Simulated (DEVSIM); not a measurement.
Structure: Schottky contact on n-type GaP, at 300 K.

Layer 1 from the left is GaP, thickness (μm) 4.00, Nd (cm⁻³) 2.3e16, τn (s) 3.3e-7, τp (s) 3.3e-7.

Left contact: Schottky, work function 5.09 eV, emission velocity 4.2e6 cm/s. Right contact: ohmic. Voltage is applied to the left contact. Recombination: SRH at mid-gap, radiative. Mobility is μmin + (μ − μmin)/(1 + (N/Nref)^α).

The device is made up for the run: typed textbook-type constants, with dimensions and the other settings drawn at random. Values at 300 K.

GaP: gap (eV) 2.26, affinity (eV) 3.8, permittivity 11.1, Nc (cm⁻³) 1.8e19, Nv (cm⁻³) 1.9e19, μn (cm²/Vs) 250, μp (cm²/Vs) 150, μn,min 10, μp,min 10, Nref,n 4.4e18, Nref,p 1e18, αn 0.8, αp 0.85, B (cm³/s) 1e-13.

Model (solved in DEVSIM): 1D drift-diffusion, Boltzmann statistics, complete ionisation; no tunnelling, impact ionisation, image-force lowering or self-heating. Metal contacts follow the ideal Schottky-Mott rule: no Fermi-level pinning, no interface dipoles.

**Question.** What does the simulation give for the dark forward voltage at 100 A/cm², the dark forward voltage at 1 A/cm², the largest field in the device at zero bias?

**Answer.** dark forward voltage at 100 A/cm² 1.047 V; dark forward voltage at 1 A/cm² 0.879 V; largest field in the device at zero bias 90000 V/cm.
